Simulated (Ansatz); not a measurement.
Given:

```
CELL_PARAMETERS angstrom
      4.02372     0.00000     0.00000
      2.01186     3.48464     0.00000
      0.00000     0.00000     7.07310
ATOMIC_POSITIONS crystal
  Cd 0.33333 0.33333 0.00770
  Cd 0.66667 0.66667 0.50770
  S  0.33333 0.33333 0.36710
  S  0.66667 0.66667 0.86710
```

No spin polarisation.

Calculations: PBE (Ansatz, an electronic-structure program, PAW, no spin-orbit coupling). k-mesh 9×9×5 (Γ-centred); smearing 0.05 eV (Fermi–Dirac).

### Question
What is the computed valence-band top at Γ (three highest levels, from the VBM)?

### Answer
0.00, 0.00, -0.38 eV.

### Question
What band gap does the calculation give?

### Answer
1.00 eV.

The cells carry an imposed strain or load. Stability against distortions was not tested. The cell was made from CdS in the wurtzite structure (space group P6_3mc, No. 186) by this change: biaxial strain −4.11 %, plane normal [001], relaxed out of plane.
